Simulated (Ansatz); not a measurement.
NaCl in the zinc blende structure (space group F-43m, No. 216; a hypothetical phase, not in the database extracts checked)

```yaml
crystal:
  lattice:
    - [0.00000, 3.08916, 3.08916]
    - [3.08916, 0.00000, 3.08916]
    - [3.08916, 3.08916, 0.00000]
  atoms:
    - { symbol: Cl, position: [0.25000, 0.25000, 0.25000] }
    - { symbol: Na, position: [0.00000, 0.00000, 0.00000] }
```

Computed with PBEsol (Ansatz, a first-principles code), spin-orbit coupling left out. Settings: 9×9×9 k-points, 0.05 eV Fermi–Dirac smearing.

```yaml
volume_per_atom: 29.48 Å³
density: 1.65 g/cm³
band_gap: 4.84 eV, direct at Γ
electron_mass: 0.48 mₑ
Lowest conduction-band minima above the VBM: Γ 4.84 eV
total_energy: -1270.046 eV/atom (σ→0; compares only within this code and set-up)
```

Masses are band curvatures over ±0.01 Å⁻¹ around the edge. No phonon test of stability was made.
